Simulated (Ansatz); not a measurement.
This Ansatz (a quantum-chemistry and plane-wave program) input is the reference run, CuPt (space group R-3m, No. 166; a cell from a computed database, its experimental status unchecked), computed with PBEsol, PAW, 420 eV (Ansatz; scalar-relativistic without spin-orbit coupling):

Ansatz 0.2 input:
```yaml
crystal:
  lattice:
    - [1.3492415173, 0.7789849532, 4.249895101]
    - [-1.3492415173, 0.7789849532, 4.249895101]
    - [0, -1.5579699065, 4.249895101]
  atoms:
    - { symbol: Cu, position: [0, 0, 0] }
    - { symbol: Pt, position: [0.5, 0.5, 0.5] }
basis: { ecutwfc: 420, ecutrho_ratio: 4, xc_grid: 2, fft_grid_basis: typed }
kpoints: { mp_grid: { grid: [20, 20, 20] } }
hamiltonian:
  xc: pbesol
  dispersion: none
  pseudopotentials: { kind: paw }
scf: { occupations: { method: fermi_dirac, width: 0.05 }, convergence: { dr2_threshold: 0.0000000002 } }
output: { forces: true, stress: true }
checkpoint: { write: state.ck, write_every: 1000 }
```

Write the input for this change: cell and atoms relaxed at a pressure of 0.3 GPa.


Ansatz 0.2 input:
```yaml
crystal:
  lattice:
    - [1.3492415173, 0.7789849532, 4.249895101]
    - [-1.3492415173, 0.7789849532, 4.249895101]
    - [0, -1.5579699065, 4.249895101]
  atoms:
    - { symbol: Cu, position: [0, 0, 0] }
    - { symbol: Pt, position: [0.5, 0.5, 0.5] }
basis: { ecutwfc: 420, ecutrho_ratio: 4, xc_grid: 2, fft_grid_basis: typed }
kpoints: { mp_grid: { grid: [20, 20, 20] } }
hamiltonian:
  xc: pbesol
  dispersion: none
  pseudopotentials: { kind: paw }
scf: { occupations: { method: fermi_dirac, width: 0.05 } }
relax: { f_tol: 0.01, max_steps: 60, cell: { stress_tol: 0.02, p_target: 0.3 } }
output: { forces: true, stress: true }
checkpoint: { write: state.ck, write_every: 1000 }
```
This is the input that was run.

Load acts through the strain it causes; cell and atoms are relaxed under it. No phonon test of stability was made. The final runs are not spin-polarised.
